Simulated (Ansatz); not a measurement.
Start from Y in the hcp (Mg type) structure (space group P6_3/mmc, No. 194; relaxed with 0.1 eV smearing).

```xyz
2
Lattice="3.6523 0.0000 0.0000 -1.8262 3.1630 0.0000 0.0000 0.0000 5.7029" Properties=species:S:1:pos:R:3 pbc="T T T"
Y      1.8262     1.0543     4.2772
Y      0.0000     2.1087     1.4257
```

Cartesian axes are those of the cell as printed.

Computed with DFT with PBE, PAW potentials and a 420 eV plane-wave cutoff in Ansatz (a first-principles code), no spin-orbit coupling.

Strains are applied to the cell and any free atomic positions relax; under biaxial strain the out-of-plane vector relaxes too.

One change was made to it. Results:

| quantity | base | after |
|---|---|---|
| volume per atom | 32.94 Å³ | 32.46 Å³ |
| band gap | zero | zero |

Q: Which of these changes matches the shifts?
(A) biaxial strain +3.00 %, plane normal [001], relaxed out of plane
(B) biaxial strain +1.00 %, plane normal [001], relaxed out of plane
(C) biaxial strain +2.00 %, plane normal [001], relaxed out of plane
(D) biaxial strain −1.50 %, plane normal [001], relaxed out of plane
(E) biaxial strain −1.00 %, plane normal [001], relaxed out of plane

A: E, biaxial strain −1.00 %, plane normal [001], relaxed out of plane. For comparison, the volume per atom in the other runs: biaxial strain +2.00 %, plane normal [001], relaxed out of plane gives 33.92 Å³; biaxial strain +1.00 %, plane normal [001], relaxed out of plane gives 33.43 Å³; biaxial strain +3.00 %, plane normal [001], relaxed out of plane gives 34.41 Å³; biaxial strain −1.50 %, plane normal [001], relaxed out of plane gives 32.23 Å³.

No phonon test of stability was made. The final runs are not spin-polarised.
